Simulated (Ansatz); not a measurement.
**TiO2: response to strain**

Start from TiO₂ in the anatase structure (space group I4_1/amd, No. 141).

```xyz
6
Lattice="-1.8890 1.8890 4.7943 1.8890 -1.8890 4.7943 1.8890 1.8890 -4.7943" Properties=species:S:1:pos:R:3 pbc="T T T"
Ti     0.0000     0.0000     4.7943
Ti     1.8890     0.0000     2.3972
O      0.0000     0.0000     2.8074
O      1.8890     0.0000     0.4102
O      1.8890     0.0000     4.3841
O      0.0000     0.0000     6.7813
```

Cartesian axes are those of the cell as printed.

Strains are applied to the cell and any free atomic positions relax; under biaxial strain the out-of-plane vector relaxes too; under stress the whole cell relaxes.

Computed with r2SCAN in Ansatz (plane waves to 500 eV, PAW, no spin-orbit coupling), earlier PAW set.

```tsv
variant	smallest direct gap	band gap	volume per atom
base	2.87 eV	2.53 eV	11.41 Å³
biaxial strain −4.23 %, plane normal [001], relaxed out of plane	3.27 eV	2.98 eV	11.20 Å³
uniaxial strain ε_xx = +1.37 %	2.82 eV	2.50 eV	11.56 Å³
uniaxial strain ε_xx = +3.72 %	2.74 eV	2.45 eV	11.83 Å³
uniaxial strain ε_xx = +5.27 %	2.69 eV	2.43 eV	12.01 Å³
uniaxial strain ε_zz = +4.62 %	2.85 eV	[?]	11.93 Å³
uniaxial stress, 1 GPa compression along x	2.88 eV	2.55 eV	11.40 Å³
uniaxial stress, 5 GPa tension along x	2.81 eV	[?]	[?]
uniaxial stress, 2 GPa compression along x	2.89 eV	[?]	11.39 Å³
```

Q: What belongs in the blanks?

A: 
- uniaxial strain ε_zz = +4.62 %, band gap: 2.63 eV
- uniaxial stress, 5 GPa tension along x, band gap: 2.47 eV
- uniaxial stress, 5 GPa tension along x, volume per atom: 11.47 Å³
- uniaxial stress, 2 GPa compression along x, band gap: 2.57 eV

Beyond what the load breaks, stability against distortions was not tested. All final runs are without spin polarisation.

Ansatz is a first-principles code.
